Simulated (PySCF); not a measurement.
PySCF 2.14.0, PBE/def2-svp, df: cyclopentanone (O=C1CCCC1), 14 atoms. The geometry is a generated start, not checked to be a minimum at this level.

```
Property                      Result
-------------------  ---------------
task                          energy
method                           pbe
basis                       def2-svp
two-electron scheme  density fitting
mol.max_memory               3000 MB
mf.max_cycle                     100
mf.conv_tol          1e-09 (default)
mf.grids.level           3 (default)
basis functions                  124
grid points                   163136
```

```xyz
14

O      1.0624     2.2837    -0.4179
C      0.5619     1.2091    -0.2230
C      1.3071    -0.0984    -0.0428
C      0.2361    -1.1827    -0.1176
C     -1.0175    -0.4963     0.4317
C     -0.9218     0.9255    -0.1133
H      2.1006    -0.2033    -0.7811
H      1.7750    -0.0731     0.9445
H      0.5017    -2.0737     0.4492
H      0.0735    -1.4747    -1.1566
H     -0.9843    -0.4786     1.5224
H     -1.9325    -1.0013     0.1254
H     -1.3405     0.9895    -1.1207
H     -1.4217     1.6743     0.4999
```

With the defaults (mf.DIIS = CDIIS, mf.diis = true, mf.diis_space = 8, mf.damp = 0, mf.diis_start_cycle = 1, newton = off, mf.init_guess = minao) it converges in 13 Fock builds. One run each on 2 threads, 1 BLAS thread, with these changes:
- mf.diis_space = 12
- mf.diis = false, mf.damp = 0.7, mf.diis_start_cycle = 999
- mf.init_guess = huckel
- mf.damp = 0.7, mf.diis_start_cycle = 8
- newton = Hessian by the SCF's own integrals
- mf.diis = false
- mf.DIIS = EDIIS
- mf.diis_space = 20
- mf.DIIS = ADIIS

Which of these changes keep the SCF from converging, or lead it to another solution?

No convergence: mf.DIIS = EDIIS; mf.diis = false (the run ends without SCF convergence in 100 cycles). The rest reach the solution of the defaults.

| setting | Fock builds | end |
|---|---|---|
| the defaults | 13 | same solution |
| mf.diis_space = 12 | 13 | same solution |
| mf.diis_space = 20 | 13 | same solution |
| mf.damp = 0.7, mf.diis_start_cycle = 8 | 16 | same solution |
| mf.init_guess = huckel | 17 | same solution |
| mf.DIIS = ADIIS | 18 | same solution |
| mf.diis = false, mf.damp = 0.7, mf.diis_start_cycle = 999 | 25 | same solution |
| newton = Hessian by the SCF's own integrals | 34 | same solution |
| mf.DIIS = EDIIS | 101 | no convergence |
| mf.diis = false | 101 | no convergence |

Under newton the count holds the products with the orbital Hessian.
